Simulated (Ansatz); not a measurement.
TiS2 in the CdI2 type structure (space group P-3m1, No. 164; layered, stacked along the Cartesian z axis)

```
TiS2
1.0
    3.29787     0.00000     0.00000
   -1.64893     2.85604     0.00000
    0.00000     0.00000     5.33994
Ti S
1 2
Direct
  0.00000   0.00000   0.00000
  0.33333   0.66667   0.26877
  0.66667   0.33333   0.73123
```

Method: PBEsol-D3(BJ) in Ansatz (plane waves to 420 eV, PAW, without spin-orbit coupling), earlier PAW set. Γ-centred 16×16×9 mesh, Fermi–Dirac width 0.05 eV.

* **Volume per atom**: 16.77 Å³
* **Density**: 3.70 g/cm³
* **Band gap**: zero
* **Total energy**: -1416.282 eV/atom (σ→0; compares only within this code and set-up)

Whether these cells are dynamically stable was not tested. All final runs are without spin polarisation. The zero or small gap of TiS2 can change with the level of theory.

Ansatz is an electronic-structure program.
